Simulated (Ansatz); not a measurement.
Results of PBE0 in Ansatz (plane waves, PAW) for cubic perovskite BaHfO3.

Numerical settings: plane-wave cutoff 460 eV, 6×6×6 k mesh, Fermi–Dirac smearing 0.01 eV, scalar-relativistic PAW data made under PBE.

Energies at three volumes about the minimum:

| V (Å³/atom) | E − E_lowest (meV/atom) |
|---|---|
| 14.187 | 5.12 |
| 14.586 | 0.00 |
| 14.915 | 4.50 |

Question: Fit a parabola by hand: where is the minimum, what lattice constant follows, and what is the bulk modulus?

Answer: Slopes: (0.00 − 5.12)/(14.586 − 14.187) = -12.832 and (4.50 − 0.00)/(14.915 − 14.586) = 13.678 meV/Å³. Curvature E″ = 2 × (13.678 − (-12.832))/(14.915 − 14.187) = 72.830 meV/Å⁶. From the middle of the first interval, the slope vanishes at V0 = 14.3865 − (-12.832)/72.830 = 14.563 Å³/atom. B = V0 E″ = 14.563 × 72.830 meV/Å³ × 0.1602 GPa per meV/Å³ = 170 GPa. With 5 atoms in the cube, a = (5 × 14.563)^(1/3) = 4.176 Å. The full Birch–Murnaghan fit to all volumes gives V0 = 14.554 Å³/atom and B0 = 171 GPa.

Measured, for comparison: lattice constant a 4.171 Å (room temperature, not corrected to a static lattice, sources range from 4.171 to 4.180; as tabulated in Zhao et al. (2008), arXiv:0809.3506).

Note: the relaxation could not lower the start's symmetry, so the cell can be a saddle point above a distorted one.

Ansatz is a first-principles code.
